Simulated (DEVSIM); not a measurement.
Structure: Ru/SiON/SiO2/p-Si capacitor, at 300 K.

Layer 1 from the left is SiON, thickness (nm) 3.50. Layer 2 from the left is SiO2, thickness (nm) 1.10. Layer 3 from the left is Si, thickness (nm) 3700, Na (cm⁻³) 2.4e16.

Metal gate on the left, work function 4.7 eV. Fixed charge at the semiconductor interface -1.7e10 cm⁻² (in units of +e); interface traps 1e11 cm⁻² eV⁻¹, uniform in energy, neutral level at 0.5 of the gap above the valence band.

This is a model device: material constants are rounded textbook-type values typed into the input, and sizes, dopings and lifetimes were drawn at random. Values at 300 K.

SiON: gap (eV) 7, affinity (eV) 1.4, permittivity 5.5. SiO2: gap (eV) 9, affinity (eV) 0.9, permittivity 3.9. Si: gap (eV) 1.124, affinity (eV) 4.05, permittivity 11.7, Nc (cm⁻³) 2.86e19, Nv (cm⁻³) 3.1e19.

Simulated with DEVSIM: 1D Poisson equation in equilibrium, Boltzmann statistics, complete ionisation; no quantum confinement or tunnelling. Metal contacts follow the ideal Schottky-Mott rule: no Fermi-level pinning, no interface dipoles.

**Question.** What does the simulation give for the minimum of the low-frequency capacitance, the flat-band voltage?

**Answer.** minimum of the low-frequency capacitance 0.0692 μF/cm²; flat-band voltage -0.29 V.
